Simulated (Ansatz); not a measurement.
Consider La₃In in the Cu3Au type structure (space group Pm-3m, No. 221; a = 4.9659 Å).

The values are results of plane-wave PAW DFT at the PBEsol level (Ansatz, a first-principles code, 420 eV), spin-orbit coupling left out, not measurements.

Before the change:

The volume per atom comes out as 30.61 Å³.

It is then changed as follows: every In is replaced by B, then cell and atoms are relaxed.

Predict the new volume per atom.

The volume per atom falls by 6.238 Å³, from 30.61 Å³ to 24.38 Å³.

Whether these cells are dynamically stable was not tested. As relaxed here, La3B is a hypothetical phase, not in the database extracts checked. All final runs are without spin polarisation.
